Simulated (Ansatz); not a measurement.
Consider Rh in the fcc (Cu type) structure (space group Fm-3m, No. 225; relaxed with 0.1 eV smearing).

```yaml
crystal:
  lattice:
    - [0.00000, 1.87756, 1.87756]
    - [1.87756, 0.00000, 1.87756]
    - [1.87756, 1.87756, 0.00000]
  atoms:
    - { symbol: Rh, position: [0.00000, 0.00000, 0.00000] }
```

Cartesian axes are those of the cell as printed.

Calculations: Kohn–Sham DFT with the LDA functional, run in Ansatz (a first-principles code) with PAW and 420 eV plane waves, spin-orbit coupling left out.

Now apply this change: an isotropic linear strain of −1.00 %, atoms relaxed at fixed cell.

### Question
Predict the stress tensor and what it implies for the stiffness.

### Answer
Stress of the strained cell less that of the base (GPa, compression positive):
```
   10.3     0.0     0.0
    0.0    10.3     0.0
    0.0     0.0    10.3
```

Then B = −ΔP/(ΔV/V₀) with ΔV/V₀ = -0.0297 gives secant stiffness values (nonlinear terms included at this strain): B ≈ 346 GPa.

As a check, the harmonic strain energy −½ V₀ Δσ:ε is 13 meV/atom; the computed energy rise is 12 meV/atom.

No phonon test of stability was made. The final runs are not spin-polarised.
